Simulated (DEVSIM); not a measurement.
System: Pt/Al2O3/n-Ge capacitor, at 300 K.

Layer 1 from the left is Al2O3, thickness (nm) 28.0. Layer 2 from the left is Ge, thickness (nm) 9900, Nd (cm⁻³) 3.6e15.

Metal gate on the left, work function 5.6 eV. Fixed charge at the semiconductor interface 2.9e10 cm⁻² (in units of +e); no interface traps.

Constants are typed, rounded textbook-type inputs, not results; the design itself was drawn at random and stands for no fabricated device. Values at 300 K.

Al2O3: gap (eV) 6.8, affinity (eV) 1.35, permittivity 9. Ge: gap (eV) 0.664, affinity (eV) 4, permittivity 16, Nc (cm⁻³) 1.04e19, Nv (cm⁻³) 6e18.

### Question
Estimate by hand the flat-band voltage, the threshold voltage, and compare with a numerical solution.

### Answer

- Flat-band voltage: C = 0.285 μF/cm², work-function difference 1.394 V; VFB = φms − qNf/C = 1.38 V; numerical 1.38 V.
- Threshold voltage: φF = 0.133 V, depletion charge √(4εqNφF) = 2.09e-8 C/cm²; VT = VFB − 2φF − Qd/C = 1.04 V; numerical 1.04 V.

Simulated with DEVSIM: 1D Poisson equation in equilibrium, Boltzmann statistics, complete ionisation; no quantum confinement or tunnelling. Metal contacts follow the ideal Schottky-Mott rule: no Fermi-level pinning, no interface dipoles.
